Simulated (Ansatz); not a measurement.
Structure of amorphous Zr6Si16O44 (periodic cell):

```xyz
66
Lattice="9.7466 0.0000 0.0000 0.0000 9.7466 0.0000 0.0000 0.0000 9.7466" Properties=species:S:1:pos:R:3 pbc="T T T"
Zr     0.8509     2.8758     8.6474
Zr     8.0167     1.7630     2.1534
Zr     0.4064     2.9686     4.5684
Zr     8.2725     5.1965     1.6569
Zr     5.5398     8.2832     2.6954
Zr     2.7727     0.5574     6.5880
Si     9.5682     7.2846     8.8206
Si     6.7154     3.7630     9.2349
Si     0.7999     9.1164     1.3754
Si     4.5690     5.6683     0.5641
Si     1.7353     7.1505     6.2369
Si     2.9607     0.3413     9.4076
Si     0.3639     7.3188     3.7100
Si     7.5453     4.2966     6.2845
Si     8.2595     9.6071     4.5564
Si     2.4638     3.6891     1.8926
Si     4.9908     3.4500     5.2506
Si     4.5768     1.6864     2.8678
Si     3.2927     4.9966     7.4362
Si     6.1150     5.9601     4.2836
Si     5.4357     1.1521     8.4455
Si     8.2663     0.1866     7.7052
O      3.4121     4.9753     1.4912
O      6.0675     2.0658     2.3209
O      5.2653     7.3593     4.3888
O      5.5358     2.7370     8.8636
O      0.7203     7.9539     0.2555
O      7.8536     0.1493     6.1030
O      1.7588     3.7912     3.3559
O      1.1422     8.4631     2.8359
O      0.7154     6.8951     7.5010
O      7.1299     5.7053     5.5414
O      8.8230     6.0417     9.6059
O      7.9926     3.2115     0.3914
O      9.4026     1.3183     8.0141
O      2.1403     0.2309     1.0310
O      9.0871     3.9034     5.9913
O      8.5529     8.4251     8.2386
O      4.1146     3.8928     6.5419
O      1.1458     6.4662     4.8533
O      1.5468     1.9575     5.8053
O      4.8514     7.1670     1.1332
O      1.8522     4.3206     7.7925
O      1.2775     3.4168     0.7681
O      5.0937     4.6903     4.1788
O      6.0982     4.8999     0.5518
O      2.0485     8.6766     5.7474
O      7.1467     9.5397     3.3216
O      2.4787     1.7254     8.5658
O      4.7203     0.9164     7.0139
O      4.3649     2.1733     4.4478
O      3.4828     2.4126     1.9213
O      7.3176     4.4441     7.8888
O      6.5315     3.1231     5.7259
O      2.6499     9.0546     8.2150
O      8.6859     3.5247     2.8954
O      6.8894     6.2079     2.8470
O      8.9658     8.1526     4.5376
O      9.0735     1.2248     4.0230
O      9.5782     6.2245     2.6407
O      9.2547     0.3752     1.3504
O      4.3594     0.0700     2.8898
O      4.1325     5.4735     8.7540
O      3.1125     6.3390     6.5480
O      4.5744     0.4517     9.6704
O      6.9395     0.5910     8.5609
```

Calculation: PBE, scalar-relativistic without spin-orbit coupling (plane waves to 420 eV, PAW; Ansatz, a quantum-chemistry and plane-wave program).

A CHGNet melt-quench gave the starting glass, which DFT then relaxed. O atoms were pushed apart under 1.9 Å during the dynamics, to hinder bonds among them. The hot cell started wider than the set density and was brought back towards it in steps. It is the lowest in DFT energy of 2 quenches. It is a model cell: composition and starting density were chosen by hand, and all elements were melted together. No dispersion term was used. Its density started from a set value of 3.07 and ended at 3.05 g/cm³. The simulated quench (nominally 300 K/ps over its main leg) is rapid and tends to freeze in more defects than a deposited or slowly cooled glass has. One small periodic cell is one sample of the glass; other quenches scatter about these values. The volume was free in the relaxation, at fixed shape. Stress components on the final sampling reach 1.1 GPa.

Neighbours within Zr-Zr 3.41 Å, Zr-Si 2.93 Å, Zr-O 2.64 Å, Si-Si 2.60 Å, Si-O 1.90 Å, O-O 1.58 Å count as bonded. Two cations that share two anions don't count as bonded, nor two that share one unless they lie closer than Zr-Zr 3.32 Å, Zr-Si 2.85 Å, Si-Si 2.38 Å.

Question: Give the coordination numbers, mean bond lengths and angles.

Answer: 
- Mean coordination of Zr by anions: 5.17 (1 with 4, 3 with 5, 2 with 6)
- Mean coordination of Si by anions: 4.00 (16 with 4)
- Mean coordination of O: 2.16 (37 with 2, 7 with 3)
- Mean Si-O bond: 1.637 Å (spread 0.019 Å, 64 counted)
- Mean Zr-O bond: 2.107 Å (spread 0.163 Å, 31 counted)
- Bond angle at Zr: mean 103.8°, spread 26.2°
- Bond angle at Si: mean 109.4°, spread 5.2°
- Bond angle at O: mean 131.6°, spread 20.2°

Question: Which atoms depart from the most common coordination of their element?

Answer: Zr1 has 4 (O43 1.95 Å, O44 1.99 Å, O49 1.99 Å, O35 2.06 Å); Zr2 has 6 (O24 1.98 Å, O56 2.03 Å, O61 2.03 Å, O59 2.21 Å, O34 2.28 Å, O48 2.45 Å); Zr4 has 6 (O60 1.93 Å, O33 2.06 Å, O57 2.09 Å, O56 2.12 Å, O34 2.37 Å, O46 2.46 Å); O34 has 3 (Si8 1.66 Å, Zr2 2.28 Å, Zr4 2.37 Å); O46 has 3 (Si8 1.67 Å, Si10 1.71 Å, Zr4 2.46 Å); O48 has 3 (Si15 1.66 Å, Zr5 2.13 Å, Zr2 2.45 Å); O49 has 3 (Si12 1.69 Å, Zr1 1.99 Å, Zr6 2.32 Å); O56 has 3 (Zr2 2.03 Å, Zr4 2.12 Å, Zr3 2.29 Å); O57 has 3 (Si20 1.65 Å, Zr4 2.09 Å, Zr5 2.48 Å); O59 has 3 (Si15 1.68 Å, Zr3 2.12 Å, Zr2 2.21 Å).

Question: List the pairs of like atoms that count as bonded by the rules above.

Answer: There are none by these rules.

Question: What Bader charges do the atoms carry, from a run on the zone centre alone?

Answer: Means (range): Zr +2.60 e (+2.58 to +2.61), Si +3.27 e (+3.25 to +3.28), O -1.54 e (-1.66 to -1.24).
| atom | charge (e) |
|---|---|
| Zr1 | +2.61 |
| Zr2 | +2.59 |
| Zr3 | +2.61 |
| Zr4 | +2.61 |
| Zr5 | +2.58 |
| Zr6 | +2.58 |
| Si7 | +3.28 |
| Si8 | +3.26 |
| Si9 | +3.27 |
| Si10 | +3.27 |
| Si11 | +3.27 |
| Si12 | +3.25 |
| Si13 | +3.28 |
| Si14 | +3.27 |
| Si15 | +3.26 |
| Si16 | +3.27 |
| Si17 | +3.28 |
| Si18 | +3.27 |
| Si19 | +3.28 |
| Si20 | +3.25 |
| Si21 | +3.27 |
| Si22 | +3.28 |
| O23 | -1.64 |
| O24 | -1.46 |
| O25 | -1.38 |
| O26 | -1.65 |
| O27 | -1.65 |
| O28 | -1.64 |
| O29 | -1.45 |
| O30 | -1.64 |
| O31 | -1.65 |
| O32 | -1.64 |
| O33 | -1.47 |
| O34 | -1.53 |
| O35 | -1.50 |
| O36 | -1.65 |
| O37 | -1.48 |
| O38 | -1.65 |
| O39 | -1.65 |
| O40 | -1.63 |
| O41 | -1.24 |
| O42 | -1.47 |
| O43 | -1.43 |
| O44 | -1.45 |
| O45 | -1.65 |
| O46 | -1.62 |
| O47 | -1.44 |
| O48 | -1.50 |
| O49 | -1.43 |
| O50 | -1.47 |
| O51 | -1.65 |
| O52 | -1.65 |
| O53 | -1.65 |
| O54 | -1.65 |
| O55 | -1.45 |
| O56 | -1.27 |
| O57 | -1.50 |
| O58 | -1.65 |
| O59 | -1.47 |
| O60 | -1.42 |
| O61 | -1.49 |
| O62 | -1.41 |
| O63 | -1.65 |
| O64 | -1.64 |
| O65 | -1.64 |
| O66 | -1.66 |
